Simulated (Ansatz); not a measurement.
**What biaxial strain −0.71 %, plane normal [001], relaxed out of plane does to TiAl3**

The parent structure is TiAl₃ (space group I4/mmm, No. 139; a = 3.8483 Å, c = 8.6128 Å; relaxed with 0.1 eV smearing). Axes: x, y, z lie along a, b, c of the conventional cell.

Modification: biaxial strain −0.71 %, plane normal [001], relaxed out of plane (Cartesian); in-plane vectors clamped, the third vector and the atoms free.

Method: PBE (Ansatz, a program for electronic structure), spin-orbit coupling left out. Settings: 21×21×21 k-points, 0.1 eV Fermi–Dirac smearing.

```tsv
quantity	base	changed	shift
volume per atom	15.94 Å³	15.76 Å³	-0.18 Å³
space group	I4/mmm (No. 139)	I4/mmm (No. 139)	–
shortest interatomic distance	272.1 pm	270.2 pm	-1.9 pm
energy relative to the base (free energy F)	0 meV/atom	+1.3 meV/atom	+1.3 meV/atom
pressure (mean of the normal stresses, compression positive)	0.0 GPa	1.3 GPa	+1.3 GPa
band gap	zero	zero	–
out-of-plane strain	–	+0.30 %	–
```

Stability against distortions was not tested. All final runs are without spin polarisation.
